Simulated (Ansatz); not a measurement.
Results of revPBE in Ansatz (PAW) for antifluorite K2S.

Numerical settings: plane-wave cutoff 520 eV, 8×8×8 k mesh, Fermi–Dirac smearing 0.01 eV, scalar-relativistic PAW data made under PBE.

Energies at three volumes about the minimum:

| V (Å³/atom) | E − E_lowest (meV/atom) |
|---|---|
| 35.793 | 0.72 |
| 36.524 | 0.00 |
| 37.254 | 0.73 |

### Question
Fit a parabola by hand: where is the minimum, what lattice constant follows, and what is the bulk modulus?

### Answer
Slopes: (0.00 − 0.72)/(36.524 − 35.793) = -0.985 and (0.73 − 0.00)/(37.254 − 36.524) = 1.000 meV/Å³. Curvature E″ = 2 × (1.000 − (-0.985))/(37.254 − 35.793) = 2.717 meV/Å⁶. From the middle of the first interval, the slope vanishes at V0 = 36.1585 − (-0.985)/2.717 = 36.521 Å³/atom. B = V0 E″ = 36.521 × 2.717 meV/Å³ × 0.1602 GPa per meV/Å³ = 15.9 GPa. With 12 atoms in the cube, a = (12 × 36.521)^(1/3) = 7.596 Å. The full Birch–Murnaghan fit to all volumes gives V0 = 36.508 Å³/atom and B0 = 15.9 GPa.

Measured, for comparison: lattice constant a 7.391 Å (temperature not stated, no zero-point or thermal correction; as tabulated in Syrotyuk et al. (2015), arXiv:1510.06546).

Ansatz is an electronic-structure program.
